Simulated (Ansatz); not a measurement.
## How the bulk modulus B0 of BP (model structure, started from the GeS type, Pnma, No. 62, 8 atoms in the cell) moves with the method

No measured value is used here.

```csv
level (code),value (GPa),cell (Å³/atom)
LDA (Ansatz),138,13.20
PBEsol (Ansatz),133,13.48
r²SCAN (Ansatz),132,13.58
```

LDA, PBEsol, r²SCAN: the bulk modulus is −V dP/dV from two relaxed cells at ±2 % in volume. Each level is taken at its own relaxed cell. Cutoffs differ between the levels. Ansatz's density-functional and Hartree–Fock values are scalar-relativistic unless marked +SOC, with PAW data made under PBE.

A model structure was made by putting elements into a prototype or built by hand; it is no filed structure, need not be a known phase, and can be a saddle point held by its symmetry.

Ansatz is a program for electronic structure.
